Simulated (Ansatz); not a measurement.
Method: PBE (plane waves to 420 eV, PAW; Ansatz, a quantum-chemistry and plane-wave program).

Planar average of the electrostatic potential across the slab, in eV from the highest filled level, for a constructed model of the (111)B surface of 3C silicon carbide, C-terminated, (√3x√3)R30° Ga adatom at H3 (bottom of the slab: 3 H on 3 bottom sites):

| z (Å) | V (eV) |
|---|---|
| 3.66 | 5.78 |
| 3.94 | 5.78 |
| 4.22 | 5.78 |
| 4.50 | 5.78 |
| 4.78 | 5.78 |
| 5.06 | 5.78 |
| 5.34 | 5.78 |
| 5.62 | 5.78 |
| 5.91 | 5.77 |
| 6.19 | 5.77 |
| 6.47 | 5.75 |
| 6.75 | 5.71 |
| 7.03 | 5.61 |
| 7.31 | 5.38 |
| 7.59 | 4.83 |
| 7.88 | 3.13 |
| 8.16 | 1.81 |
| 8.44 | 2.40 |
| 8.72 | 0.75 |
| 9.00 | -3.98 |
| 9.28 | -9.66 |
| 9.56 | -13.18 |
| 9.84 | -15.04 |
| 10.12 | -13.98 |
| 10.41 | -8.63 |
| 10.69 | -2.30 |
| 10.97 | 1.02 |
| 11.25 | 0.04 |
| 11.53 | -4.41 |
| 11.81 | -9.92 |
| 12.09 | -13.32 |
| 12.38 | -15.12 |
| 12.66 | -13.95 |
| 12.94 | -8.52 |
| 13.22 | -2.19 |
| 13.50 | 1.04 |
| 13.78 | 0.03 |
| 14.06 | -4.42 |
| 14.34 | -9.93 |
| 14.62 | -13.36 |
| 14.91 | -15.21 |
| 15.19 | -13.96 |
| 15.47 | -8.39 |
| 15.75 | -2.00 |
| 16.03 | 1.19 |
| 16.31 | 0.23 |
| 16.59 | -4.18 |
| 16.88 | -9.82 |
| 17.16 | -13.66 |
| 17.44 | -15.93 |
| 17.72 | -14.49 |
| 18.00 | -8.57 |
| 18.28 | -2.62 |
| 18.56 | 0.31 |
| 18.84 | 1.09 |
| 19.12 | 1.35 |
| 19.41 | 1.73 |
| 19.69 | 2.52 |
| 19.97 | 3.57 |
| 20.25 | 4.14 |
| 20.53 | 4.40 |
| 20.81 | 4.52 |
| 21.09 | 4.58 |
| 21.38 | 4.61 |
| 21.66 | 4.62 |
| 21.94 | 4.63 |
| 22.22 | 4.63 |
| 22.50 | 4.63 |
| 22.78 | 4.63 |
| 23.06 | 4.64 |
| 23.34 | 4.64 |

Set-up: 28 atoms, 10.8 Å thick at the start with caps and adatoms (thin: gaps and levels are the slab's own); mesh 6x6x1; 0.025 eV smearing; dipole correction on; 6 atoms held, the rest relaxed; start symmetry kept, larger cells not searched; no spin, no spin-orbit, no U. In PBE it is, or lies within 0.01 eV a 1x1 cell of, the lowest of the 2 structures of its composition computed so far; subsurface sites and larger cells were not tried.

Question: The surface cell has an area of 24.92 Å². What dipole along the normal does the step between the two vacuum levels imply?

Answer: the top vacuum level lies 1.14 eV below the bottom one; p = −ε₀ A ΔV (ε₀ = 0.005526 e/(V·Å)) gives 0.16 e·Å a cell.
